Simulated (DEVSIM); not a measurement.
**GaAs n-p junction from an implanted or diffused profile**

System: GaAs n-p junction from an implanted or diffused profile, at 300 K.

```csv
layer (left to right),material,thickness (μm),Na (cm⁻³),τn (s),τp (s)
1,GaAs,85.0,2.1e14,1e-8,1e-8
```

Added donor profile: 8.9e15 cm⁻³ × exp(−(x − 0 μm)²/(2·(0.26 μm)²)). Left contact: ohmic. Right contact: ohmic. Voltage is applied to the left contact. Recombination: SRH at mid-gap, Auger. Mobility is μmin + (μ − μmin)/(1 + (N/Nref)^α).

This is a model device: material constants are rounded textbook-type values typed into the input, and sizes, dopings and lifetimes were drawn at random. Values at 300 K.

| parameter | GaAs |
|---|---|
| gap (eV) | 1.424 |
| affinity (eV) | 4.07 |
| permittivity | 12.9 |
| Nc (cm⁻³) | 4.7e17 |
| Nv (cm⁻³) | 9e18 |
| μn (cm²/Vs) | 8500 |
| μp (cm²/Vs) | 400 |
| μn,min | 500 |
| μp,min | 20 |
| Nref,n | 6e16 |
| Nref,p | 1.5e17 |
| αn | 0.39 |
| αp | 0.38 |
| Cn (cm⁶/s) | 1e-30 |
| Cp (cm⁶/s) | 1e-30 |

Simulated with DEVSIM: 1D drift-diffusion, Boltzmann statistics, complete ionisation; no tunnelling, impact ionisation, image-force lowering or self-heating.

```yaml
potential_step_across_the_device_at_zero_bias: 1.045 V
Dark forward voltage at 1 A/cm²: 1.313 V
```

Dark forward current:

(V (V), J (A/cm²)): (-0.05, -5.4e-10); (-0.10, -1.9e-9); (-0.20, -1.5e-8); (-0.25, -4.2e-8); (-0.30, -1.2e-7); (-0.40, -8.9e-7); (-0.45, -2.5e-6); (-0.55, -2.1e-5); (-0.60, -6.3e-5); (-0.65, -0.00021); (-0.75, -0.0035); (-0.80, -0.015); (-0.85, -0.047); (-0.95, -0.17); (-1.00, -0.26); (-1.10, -0.45); (-1.15, -0.56); (-1.20, -0.69); (-1.30, -0.96); (-1.35, -1.1); (-1.40, -1.3); (-1.50, -1.6); (-1.55, -1.8); (-1.65, -2.3); (-1.70, -2.5); (-1.75, -2.8); (-1.85, -3.3); (-1.90, -3.6)

Small-signal capacitance in reverse bias (quasi-static):

```tsv
V (V)	C (nF/cm²)
0.04	4.19
0.1	4.07
0.2	3.89
0.3	3.74
0.4	3.60
0.6	3.36
0.8	3.17
1	3.01
1.3	2.80
1.6	2.63
2	2.45
```
